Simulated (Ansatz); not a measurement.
Take Rb in the bcc (W type) structure (space group Im-3m, No. 229; a = 5.571 Å; relaxed with 0.1 eV smearing) as the base. Axes: x, y, z lie along the cube axes.

The values are results of PBEsol (Ansatz, an electronic-structure program; PAW; 420 eV plane waves; spin-orbit coupling left out), not measurements.

For the base:

Pressure: 0.0 GPa

One thing is altered: a pure shear with ε_xy = ε_yx = 0.0200, atoms relaxed at fixed cell.

Problem. Predict the new pressure and energy relative to the base.

Solution. The pressure (mean of the normal stresses, compression positive) is still 0.0 GPa; the energy grows by 0.9 meV/atom.

The cells carry an imposed strain or load. Stability against distortions was not tested. The final runs are not spin-polarised.
